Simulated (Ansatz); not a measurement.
**Pressure series in Mg2Si**

Take Mg₂Si (space group Fm-3m, No. 225; a = 6.364 Å) as the base.

Cell and atoms are relaxed at each pressure.

Level of theory: Kohn–Sham DFT with the PBE functional, run in Ansatz (a first-principles code) with PAW and 420 eV plane waves, no spin-orbit coupling, earlier PAW set.

Computed cases, in order: pressure −2 GPa; pressure −1 GPa; 0 GPa (base); pressure 3 GPa; pressure 7 GPa; pressure 15 GPa; pressure 30 GPa; pressure 50 GPa; pressure 75 GPa; pressure 100 GPa.

**Question.** Between which two neighbouring cases does the band gap open or close?

**Answer.** Between pressure 7 GPa (0.08 eV) and pressure 15 GPa (zero). The whole series: pressure −2 GPa: 0.27 eV; pressure −1 GPa: 0.24 eV; 0 GPa (base): 0.22 eV; pressure 3 GPa: 0.16 eV; pressure 7 GPa: 0.08 eV; pressure 15 GPa: zero; pressure 30 GPa: zero; pressure 50 GPa: zero; pressure 75 GPa: zero; pressure 100 GPa: zero.

A case with no gap was solved on a k-mesh chosen for an insulator, which is coarse for it. Load acts through the strain it causes; cell and atoms are relaxed under it. No phonon test of stability was made. No other phases were tried under pressure. All final runs are without spin polarisation. The zero or small gap of Mg2Si can change with the level of theory.
